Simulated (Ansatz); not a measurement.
Given:

```
CELL_PARAMETERS angstrom
      0.00000     2.26828     2.25694
      2.26828     0.00000     2.25694
      2.26828     2.26828     0.00000
ATOMIC_POSITIONS crystal
  B  0.00000 0.00000 0.00000
  P  0.25000 0.25000 0.25000
```

No spin polarisation.

The values are results of r2SCAN (Ansatz, a first-principles code; PAW; 500 eV plane waves; no spin-orbit coupling), not measurements. Settings: 12×12×12 k-points, 0.05 eV Fermi–Dirac smearing.

Q: Predict the smallest direct gap and band gap.

A: 
* **Smallest direct gap**: 3.55 eV
* **Band gap**: 1.32 eV

The cells carry an imposed strain or load. No phonon test of stability was made. The cell was made from BP in the zinc blende structure (space group F-43m, No. 216) by this change: uniaxial strain ε_zz = −0.50 %.
